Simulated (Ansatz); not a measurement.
MgS under load (space group I4/mmm), r2SCAN with spin-orbit coupling, rigid bands run with Ansatz (an electronic-structure program). Condition of this run: uniaxial stress zz = 1 GPa (compression positive) (the target of the relaxation). Band gap 3.40 eV, N_c = 7.58e18 cm⁻³ and N_v = 5.85e19 cm⁻³ at 300 K, conductivity masses along x (a = (0.00, 2.61, 2.58) Å; b = (2.61, 0.00, 2.58) Å; c = (2.61, 2.61, 0.00) Å) of 0.334 mₑ (electrons) and 1.17 mₑ (holes). Take k_BT = 0.02585 eV.

A film of it is 2 nm thick, with its normal along the direction named. Estimate the confinement energies in an infinite well.

ħ²π²/(2m t²) = 0.376 eV·nm²/(m/mₑ × t²) gives 281 meV for electrons and 80.3 meV for holes, so the gap would widen to about 3.76 eV. Finite barriers and nonparabolic bands lower this, and with several valleys or bands the heaviest mass along the normal sets the lowest level, not this average.

What thermal injection velocity √(2k_BT/πm) limits a ballistic channel along the direction named?

9.31e6 cm/s for electrons and 4.97e6 cm/s for holes, a ratio of √(m_h/m_e) = 1.87, for dilute carriers.

Find the intrinsic carrier density and the intrinsic Fermi level.

n_i = √(N_c N_v) exp(−E_g/2k_BT) = 2.11e19 × exp(−65.76) = 5.8e-10 cm⁻³. The level lies (k_BT/2) ln(N_v/N_c) = 26 meV from mid-gap (positive towards the conduction band). Each 0.1 eV added to the gap lowers n_i by a factor of 6.9.

Rigid bands with the computed gap; masses take one relaxation time for all states.
